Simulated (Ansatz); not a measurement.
The starting structures come from a database of crystals and need not be the phases stable at ambient conditions.

Consider the following.

```
CELL_PARAMETERS angstrom
      4.00882     0.00000     0.00000
     -2.00441     6.64712     0.00000
      2.00441     0.60442     3.41873
ATOMIC_POSITIONS crystal
  Ga 0.99511 0.99267 0.00244
  Ga 0.00499 0.50748 0.49751
  P  0.25005 0.87507 0.37498
  As 0.24986 0.37479 0.87507
```

Space group of this cell: R3m. The cell is strained (all lengths scaled by 1.02); by r2SCAN its mean pressure is -4.1 GPa.

Transport runs along the normal of the first two printed cell vectors, the (101) plane of the conventional cell.

The gap is the functional's own, uncorrected, and κ follows it; spin-orbit coupling is left out. Mid-gap values are interpolated between the computed energies.

Task: Compute, with r2SCAN run with Ansatz (a quantum-chemistry and plane-wave program), the band gap and the smallest decay constant κ at mid-gap.

Result: Gap 1.03 eV on a 10×10×10 mesh; κ = 0.064 1/Å, at the zone centre.
